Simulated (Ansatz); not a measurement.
# AlN, response to strain

The parent structure is AlN in the zinc blende structure (space group F-43m, No. 216; a = 4.370 Å). Axes: x, y, z lie along the cube axes.

Strains are applied to the cell and any free atomic positions relax; under biaxial strain the out-of-plane vector relaxes too.

Level of theory: Kohn–Sham DFT with the r2SCAN functional, run in Ansatz (a quantum-chemistry and plane-wave program) with PAW and 500 eV plane waves, spin-orbit coupling left out.

Notes on the quantities. energy relative to the base: free energy F.

```tsv
biaxial strain, plane normal [111], relaxed out of plane (%)	energy relative to the base (meV/atom)
0	0.0
0.42	0.6
0.83	2.3
1.25	5.2
1.67	9.2
2.08	?
2.5	20.2
```

Task: Fit ΔE = Aε² + Bε³ (ε in %) to the rows shown and predict the withheld row.

Result: Least squares on the printed values gives A = 3.42 and B = -0.077 meV/atom (largest residual 0.0 meV/atom); this predicts 14.1 meV/atom, and the run gives 14.1 meV/atom, in agreement.

Stability against distortions was not tested. This is not the structure that AlN has at room temperature and ambient pressure.
